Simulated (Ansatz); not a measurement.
CO on the 1x1 (111) surface of fcc Ir, one in a 2x2 cell, energies for each (26.0 Å²). Energies are against CO(g), without zero-point or thermal terms; each row is named by its start.

The numbers are results of PBE (plane waves to 420 eV, PAW; Ansatz, an electronic-structure program), not measurements.

Set-up: 18 atoms, 6.6 Å thick at the start under the adsorbate (thin: gaps and levels are the slab's own); mesh 6x6x1; 0.1 eV smearing; dipole correction on; 8 atoms held, the rest relaxed; each run with such symmetry as its start has; no spin, no spin-orbit, no U, no dispersion correction.

A negative adsorption energy means that the adsorbate is more stable on the surface than in its reference. Heights count from the host atoms within 0.3 Å of the top one.

| starting site | E_ads (eV) | height (Å) | nearest host atom (Å) | bonded to | Δ work function (eV) | lateral drift (Å) |
|---|---|---|---|---|---|---|
| top Ir | -1.94 | 2.03 | Ir 1.84 | Ir | 0.29 | 0.0 |
| hollow Ir-Ir-Ir over Ir at depth 2.2 Å | -1.56 | 1.40 | Ir 2.12 | 3 Ir | 0.99 | 0.0 |
| hollow Ir-Ir-Ir over Ir at depth 4.4 Å | -1.44 | … | Ir 2.14 | 3 Ir | 0.91 | 0.0 |
| bridge Ir-Ir (span 2.7 Å) | -1.54 | 1.56 | Ir 2.05 | 2 Ir | 0.90 | 0.1 |

**Question.** What belongs in the gaps?

**Answer.** 
- hollow Ir-Ir-Ir over Ir at depth 4.4 Å, height (Å): 1.44
